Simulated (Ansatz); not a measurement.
SrTiO3 (Pm-3m) under hydrostatic pressure: electron conductivity mass by PBEsol, rigid bands (plane waves, PAW, scalar-relativistic; Ansatz, a first-principles code). The unloaded cell, whose axes the loads refer to:

```cif
data_O3SrTi
_chemical_formula_sum 'Sr1 Ti1 O3'
_space_group_name_H-M_alt 'Pm-3m'
_space_group_IT_number 221
_space_group_name_Hall '-P 4 2 3'
_cell_length_a 3.89113
_cell_length_b 3.89113
_cell_length_c 3.89113
_cell_angle_alpha 90.000
_cell_angle_beta 90.000
_cell_angle_gamma 90.000
loop_
_atom_site_label
_atom_site_type_symbol
_atom_site_symmetry_multiplicity
_atom_site_Wyckoff_symbol
_atom_site_fract_x
_atom_site_fract_y
_atom_site_fract_z
_atom_site_occupancy
Sr1 Sr 1 a 0.00000 0.00000 0.00000 1
Ti1 Ti 1 b 0.50000 0.50000 0.50000 1
O1 O 3 c 0.00000 0.50000 0.50000 1
```

```tsv
hydrostatic pressure (GPa)	volume per atom (Å³)	electron conductivity mass (mₑ)
-2	11.91	0.631
0	11.78	?
5	11.49	0.607
15	10.99	0.580
```

Fit a straight line to ln(electron conductivity mass) against the load over the rows given, and predict the row at 0 GPa.

The means are x̄ = 6.000 GPa and ȳ = -0.5015; Σ(x − x̄)(y − ȳ) = -0.7197 and Σ(x − x̄)² = 146.0, so the slope is -0.493 % per GPa, and the rows given lie within 0.27 % of the line. At 0 GPa the line gives 0.624 mₑ; the calculation gives 0.624 mₑ, 0.029 % from it.

Masses are for dilute carriers at 300 K, harmonic means over directions unless an axis is named. Spin-orbit coupling is left out. Stresses and pressures are the targets of the relaxation. The structure type is held at every load. Geometry: cell and atoms relaxed with PBEsol.
